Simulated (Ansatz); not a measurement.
# Habitual settings against a tight run: a (001) slab of Ge (cut from a parent of space group no. 69; 8 atoms in the cell)

Self-consistent single point.

```yaml
crystal:
  lattice:
    - [3.94535, 0.00000, 0.00000]
    - [-4.30968, 3.92849, 0.00000]
    - [0.00000, 0.00000, 19.57920]
  atoms:
    - { symbol: Ge, position: [0.00000, 0.50000, 0.25537] }
    - { symbol: Ge, position: [0.00000, 0.00000, 0.74463] }
    - { symbol: Ge, position: [0.00000, 0.27351, 0.63064] }
    - { symbol: Ge, position: [0.00000, 0.72649, 0.63064] }
    - { symbol: Ge, position: [0.00000, 0.00000, 0.51665] }
    - { symbol: Ge, position: [0.00000, 0.50000, 0.48335] }
    - { symbol: Ge, position: [0.00000, 0.77351, 0.36936] }
    - { symbol: Ge, position: [0.00000, 0.22649, 0.36936] }
```

Method of the run: LDA (PW92), PAW files made with PBE (plane waves; Ansatz, a quantum-chemistry and plane-wave program).

Base settings: basis.ecutwfc = 420 eV; kpoints.mp_grid.grid = 7 7 1; hamiltonian.xc = lda; hamiltonian.pseudopotentials = {kind: paw} (the program's default PAW files); scf.occupations.method = cold; scf.occupations.width = 0.272 eV; efield.axis = 3; efield.dipole_correction = true.

Tight run (finer mesh or higher cutoff; not a proven limit): basis.ecutwfc: 420 eV → 590 eV; kpoints.mp_grid.grid: 7 7 1 → 10 10 1; scf.convergence.dr2_threshold: default (1e-07 eV) → 1e-09 eV. It gave Fermi level (on the code's own zero) 2.89 eV; largest force (vector length) 1.054 eV/Å.

Quick runs, as changes from the base:
- A: the base itself
- B: basis.ecutwfc: 420 eV → 210 eV; kpoints.mp_grid.grid: 7 7 1 → 4 4 1; scf.occupations.method: cold → methfessel_paxton
- C: basis.ecutwfc: 420 eV → 210 eV; kpoints.mp_grid.grid: 7 7 1 → 2 2 1; hamiltonian.xc: lda → pbesol [PBEsol]
- D: basis.ecutwfc: 420 eV → 210 eV; kpoints.mp_grid.grid: 7 7 1 → 8 8 1; scf.occupations.method: cold → gaussian; scf.occupations.width: 0.272 eV → 0.2 eV; scf.convergence.dr2_threshold: default (1e-07 eV) → 0.001 eV
- E: basis.ecutwfc: 420 eV → 250 eV; kpoints.mp_grid.grid: 7 7 1 → 6 6 1
- F: basis.ecutwfc: 420 eV → 295 eV; kpoints.mp_grid.grid: 7 7 1 → 8 8 1; scf.occupations.width: 0.272 eV → 0.5 eV

Energies are extrapolated to zero smearing width, which holds to low order in the width alone.

Dashes: energy of C, another energy zero.

† marks runs with another functional, U, potentials or spin treatment: their distance from the tight run is not a convergence error alone.

The count of work is k-points × plane waves × bands × iterations; it is no time. 

The starting cell comes from a database of computed structures (which also holds hypothetical and non-ambient phases and stackings), without a prior relaxation at this level. The slab is cut from that crystal, and its faces are unrelaxed. Its lattice was rescaled in the plane by a random factor within 2.5 % of one. Spin polarisation is off, though cut faces can carry moments; the slab shows no gap. In the base run, forces exceed 1 eV/Å.

```
run  energy less tight (meV/atom)  largest miss in a force vector (eV/Å)  count of work / tight
---  ----------------------------  -------------------------------------  ---------------------
A                            -1.1                                  0.048                   0.23
B                          2670.6                                  0.338                  0.039
C†                              –                                  0.651                  0.017
D                          2666.9                                  0.201                  0.065
E                           520.9                                  0.138                  0.095
F                            62.4                                  0.048                   0.18
```

Among the runs at the tight run's level, the energy misses run from 1.1 to 2670.6 meV/atom.

Keys are those of Ansatz 0.2.
